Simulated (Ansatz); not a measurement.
The reference is Cs$_{2}$AgBiBr$_{6}$ (space group Fm-3m, No. 225; a = 11.1874 Å). Axes: x, y, z lie along the cube axes.

All numbers come from PBEsol (Ansatz, a program for electronic structure; PAW; 420 eV plane waves; no spin-orbit coupling).

Strains are applied to the cell and any free atomic positions relax.

One change was made to it. Results:

```csv
quantity,base,after
largest internal atomic displacement,–,0.054 Å
band gap,1.10 eV,1.07 eV
```

Question: Which change produced these results?
A) uniaxial strain ε_zz = +1.50 %
B) uniaxial strain ε_zz = +0.75 %
C) uniaxial strain ε_zz = +3.00 %

Answer: C, uniaxial strain ε_zz = +3.00 %. For comparison, the largest internal atomic displacement in the other runs: uniaxial strain ε_zz = +1.50 % gives 0.025 Å; uniaxial strain ε_zz = +0.75 % gives 0.012 Å.

Spin-orbit coupling, missing from the scalar runs, can matter with Bi. No phonon test of stability was made.
